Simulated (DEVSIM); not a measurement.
Device: Cr/SiON/p-Si capacitor, at 300 K.

```csv
layer (left to right),material,thickness (nm),Na (cm⁻³)
1,SiON,12.0,-
2,Si,1400,1.8e17
```

Metal gate on the left, work function 4.5 eV. Fixed charge at the semiconductor interface 4.1e10 cm⁻² (in units of +e); no interface traps.

Constants are typed, rounded textbook-type inputs, not results; the design itself was drawn at random and stands for no fabricated device. Values at 300 K.

```
parameter      SiON       Si
-------------  ----  -------
gap (eV)          7    1.124
affinity (eV)   1.4     4.05
permittivity    5.5     11.7
Nc (cm⁻³)         -  2.86e19
Nv (cm⁻³)         -   3.1e19
```

DEVSIM, 1D Poisson equation in equilibrium, Boltzmann statistics, complete ionisation; no quantum confinement or tunnelling. Metal contacts follow the ideal Schottky-Mott rule: no Fermi-level pinning, no interface dipoles.

Question: Give the band bending (positive: bands bend down) and minority sheet density.

Answer: 
```json
[
 {"Vg (V)": "-1.9", "ψs (V)": "-0.131", "minority carriers (cm⁻²)": "< 1e8"},
 {"Vg (V)": "-1.6", "ψs (V)": "-0.118", "minority carriers (cm⁻²)": "< 1e8"},
 {"Vg (V)": "-1.3", "ψs (V)": "-0.100", "minority carriers (cm⁻²)": "< 1e8"},
 {"Vg (V)": "-1", "ψs (V)": "-0.075", "minority carriers (cm⁻²)": "< 1e8"},
 {"Vg (V)": "-0.7", "ψs (V)": "-0.033", "minority carriers (cm⁻²)": "< 1e8"},
 {"Vg (V)": "-0.4", "ψs (V)": "0.053", "minority carriers (cm⁻²)": "< 1e8"},
 {"Vg (V)": "-0.1", "ψs (V)": "0.203", "minority carriers (cm⁻²)": "< 1e8"},
 {"Vg (V)": "0.2", "ψs (V)": "0.392", "minority carriers (cm⁻²)": "< 1e8"},
 {"Vg (V)": "0.5", "ψs (V)": "0.600", "minority carriers (cm⁻²)": "< 1e8"},
 {"Vg (V)": "0.8", "ψs (V)": "0.819", "minority carriers (cm⁻²)": "4.6e9"},
 {"Vg (V)": "1.1", "ψs (V)": "0.937", "minority carriers (cm⁻²)": "3.7e11"},
 {"Vg (V)": "1.4", "ψs (V)": "0.969", "minority carriers (cm⁻²)": "1.0e12"},
 {"Vg (V)": "1.7", "ψs (V)": "0.987", "minority carriers (cm⁻²)": "1.7e12"}
]
```
